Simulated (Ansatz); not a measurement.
# CdSe under a change: tensor shear ε_xz = +1.88 %

Start from CdSe in the wurtzite structure (space group P6_3mc, No. 186; a = 4.302 Å, c = 7.021 Å). Axes: x lies along a and z along c of the hexagonal cell.

It is then changed as follows: tensor shear ε_xz = +1.88 % (engineering shear γ = 0.0376); the atoms relax in the strained cell.

Method: PBEsol (Ansatz, an electronic-structure program; PAW; 420 eV plane waves; scalar-relativistic without spin-orbit coupling), earlier PAW set. Settings: 9×9×5 k-points, 0.05 eV Fermi–Dirac smearing.

- Volume per atom = 28.12 Å³ (base 28.13 Å³)
- Space group = Cc (No. 9) (base P6_3mc (No. 186))
- Energy relative to the base (free energy F) = +1.6 meV/atom
- Band gap = 0.49 eV (an upper bound: an edge found on the path is not a true extremum; the changed cell) (base 0.54 eV)
- Largest internal atomic displacement = 0.014 Å
- Stress (xx, yy, zz, yz, xz, xy; compression positive) = (-0.03, 0.00, 0.00, 0.00, -0.49, 0.00) GPa

Cost of the whole job for the changed cell (relaxation, final SCF and bands): about 3 core-minutes (a rough figure).

Whether these cells are dynamically stable was not tested.
